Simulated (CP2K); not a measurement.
Worked example: self-consistent single point of Ti (P6_3/mmc, 4 atoms in the cell) in CP2K

Method of the run: PBE, GPW, DZVP-MOLOPT-SR-GTH basis, GTH-PBE potentials (GTH_POTENTIALS) in CP2K.

The input file:

```
&GLOBAL
  PROJECT run
  RUN_TYPE ENERGY_FORCE
  PRINT_LEVEL LOW
&END GLOBAL
&FORCE_EVAL
  METHOD Quickstep
  STRESS_TENSOR ANALYTICAL
  &DFT
    BASIS_SET_FILE_NAME BASIS_MOLOPT
    POTENTIAL_FILE_NAME GTH_POTENTIALS
    &QS
      METHOD GPW
      EPS_DEFAULT 1E-10
    &END QS
    &MGRID
      CUTOFF 600
      REL_CUTOFF 40
      NGRIDS 5
    &END MGRID
    &SCF
      SCF_GUESS ATOMIC
      EPS_SCF 1E-7
      MAX_SCF 100
      ADDED_MOS 9
      &DIAGONALIZATION
        ALGORITHM STANDARD
      &END DIAGONALIZATION
      &MIXING
        METHOD BROYDEN_MIXING
        ALPHA 0.3
        NBUFFER 8
      &END MIXING
      &SMEAR ON
        METHOD FERMI_DIRAC
        ELECTRONIC_TEMPERATURE [K] 580.23
      &END SMEAR
    &END SCF
    &KPOINTS
      SCHEME MONKHORST-PACK 9 9 2
      GAMMA_CENTERED T
    &END KPOINTS
    &XC
      &XC_FUNCTIONAL PBE
      &END XC_FUNCTIONAL
    &END XC
    &PRINT
      &MO
        EIGENVALUES T
        OCCUPATION_NUMBERS T
        NDIGITS 8
        FILENAME mo
        &EACH
          QS_SCF 0
        &END EACH
        ADD_LAST NUMERIC
      &END MO
      &MULLIKEN OFF
      &END MULLIKEN
    &END PRINT
  &END DFT
  &SUBSYS
    &CELL
      A 2.99336200 0.00000000 0.00000000
      B -1.49668100 2.59232700 0.00000000
      C 0.00000000 0.00000000 9.63116000
      PERIODIC XYZ
    &END CELL
    &COORD
      SCALED
      Ti       0.00000000     0.00000000     0.00000000
      Ti       0.00000000     0.00000000     0.50000000
      Ti       0.33333300     0.66666700     0.25000000
      Ti       0.66666700     0.33333300     0.75000000
    &END COORD
    &KIND Ti
      BASIS_SET DZVP-MOLOPT-SR-GTH-q12
      POTENTIAL GTH-PBE-q12
    &END KIND
  &END SUBSYS
  &PRINT
    &FORCES ON
    &END FORCES
    &STRESS_TENSOR ON
    &END STRESS_TENSOR
  &END PRINT
&END FORCE_EVAL
```

The program printed (abridged):

```
 GLOBAL| Method name                                                        CP2K
 GLOBAL| Project name                                                        run
 GLOBAL| Run type                                                   ENERGY_FORCE

 TOTAL NUMBERS AND MAXIMUM NUMBERS

  Total number of            - Atomic kinds:                                   1
                             - Atoms:                                          4
                             - Shell sets:                                     4
                             - Shells:                                        32
                             - Primitive Cartesian functions:                 24
                             - Cartesian basis functions:                    124
                             - Spherical basis functions:                    104

  Maximum angular momentum of- Orbital basis functions:                        3
                             - Local part of the GTH pseudopotential:          2
                             - Non-local part of the GTH pseudopotential:      3

 SCF PARAMETERS         Density guess:                                    ATOMIC
                        max_scf:                                             100
                        max_diis:                                              4
                        eps_scf:                                        1.00E-07
                        eps_diis:                                       1.00E-01
                        eps_eigval:                                     1.00E-05
                        level_shift [a.u.]:                             0.000000
                        added MOs                                         9    0
                        Mixing method:                            BROYDEN_MIXING
                                                charge density mixing in g-space
                        Smear method:                                FERMI_DIRAC
                        Electronic temperature [K]:                        580.2
                        Electronic temperature [a.u.]:                  1.84E-03
                        Accuracy threshold:                             1.00E-10
                        No outer SCF

 Extrapolation method: initial_guess

 Number of electrons:                                                         48
 Number of occupied orbitals:                                                 24
 Number of molecular orbitals:                                                33

 Number of orbital functions:                                                104
 Number of independent orbital functions:                                    104

 SCF WAVEFUNCTION OPTIMIZATION

  Step     Update method      Time    Convergence         Total energy    Change
     1 NoMix/Diag. 0.30E+00      -     1.59415747      -233.8388782393 -2.34E+02
     2 Broy./Diag. 0.30E+00      -     0.03827005      -234.8685690352 -1.03E+00
     3 Broy./Diag. 0.30E+00      -     0.10124841      -233.4068022815  1.46E+00
     4 Broy./Diag. 0.30E+00      -     0.07246789      -232.7749188608  6.32E-01
     5 Broy./Diag. 0.30E+00      -     0.00387599      -232.7144363954  6.05E-02
     6 Broy./Diag. 0.30E+00      -     0.00161983      -232.7602751303 -4.58E-02
     7 Broy./Diag. 0.30E+00      -     0.00169401      -232.7716861035 -1.14E-02
   [... 6 lines left out ...]
    14 Broy./Diag. 0.30E+00      -     0.00000106      -232.7726678167 -1.72E-06
    15 Broy./Diag. 0.30E+00      -     0.00000090      -232.7726685769 -7.60E-07
    16 Broy./Diag. 0.30E+00      -     0.00000015      -232.7726689494 -3.73E-07
    17 Broy./Diag. 0.30E+00      -     0.00000014      -232.7726686335  3.16E-07
    18 Broy./Diag. 0.30E+00      -     0.00000008      -232.7726683726  2.61E-07

  *** SCF run converged in    18 steps ***

  Electronic density on regular grids:        -47.9999999961        0.0000000039
  Core density on regular grids:               47.9999999981       -0.0000000019
  Total charge density on r-space grids:        0.0000000020
  Total charge density g-space grids:           0.0000000020

  Overlap energy of the core charge distribution:               0.00000000000000
  Self energy of the core charge distribution:               -427.59631595198380
  Core Hamiltonian energy:                                    108.31578593176197
  Hartree energy:                                             115.68207040315069
  Exchange-correlation energy:                                -29.17237964641519
  Electronic entropic energy:                                  -0.00182910912756
  Fermi energy:                                                 0.36418263237190

  Total energy:                                              -232.77266837262943
  Total energy (extrapolated to T->0):                       -232.77175381806563

 ENERGY| Total FORCE_EVAL ( QS ) energy [hartree]           -232.772668330951348

 FORCES| Atomic forces [hartree/bohr]
 FORCES|   Atom     x               y               z               |f|
 FORCES|      1  8.82160290E-15 -5.91055144E-12 -2.68924538E-12   6.49359198E-12
 FORCES|      2  5.39616728E-15  5.89498898E-12 -1.17274878E-12   6.01051278E-12
 FORCES|      3 -1.17112858E-07  7.73066611E-08  1.21511861E-05   1.21519963E-05
 FORCES|      4  1.17112858E-07 -7.73066657E-08 -1.21511822E-05   1.21519925E-05
 FORCES| Sum     1.37440613E-14 -2.01342600E-14 -9.50199866E-15
 FORCES| Total atomic force                                       2.61643961E-14

 STRESS| Analytical stress tensor [bar]
 STRESS|                        x                   y                   z
 STRESS|      x       -5.88692812797E+04  -7.35968114840E-01  -4.44986382243E-06
 STRESS|      y       -7.35968114840E-01  -5.88699123395E+04   1.66746764825E-06
 STRESS|      z       -4.44986382243E-06   1.66746764825E-06  -6.50024879205E+04
 STRESS| 1/3 Trace                                            -6.09138938466E+04
```

The run converged in 18 iterations.

The starting cell was generated: these elements placed on a structure prototype, without a prior relaxation; it need not be a known phase or ordering of this composition. Its lattice was rescaled by a random factor within 2.5 % of one. Spin polarisation is off. Values carry the incompleteness of an atom-centred basis. With a pressure of about -6 GPa the cell is away from its equilibrium volume at this level.

Cost on one core of a shared machine: roughly 70 s.
